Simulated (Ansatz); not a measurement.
The reference is LaB$_{6}$ (space group Pm-3m, No. 221; a = 4.130 Å).

Calculations: Ansatz (a first-principles code), PBEsol, PAW, cutoff 420 eV, no spin-orbit coupling.

Before the change:

```
Property                  Value
-------------------  ----------
Lattice parameter a  7.804 bohr
```

One thing is altered: Hg takes the place of B on all its sites, then cell and atoms are relaxed.

Q: What does the calculation give for the lattice parameter a after the change?

A: The lattice parameter a rises by 4.772 bohr to 12.576 bohr.

No phonon test of stability was made. As relaxed here, LaHg6 is a hypothetical phase, not in the database extracts checked. All final runs are without spin polarisation. An odd electron count without spin: LaHg6 and LaB6.
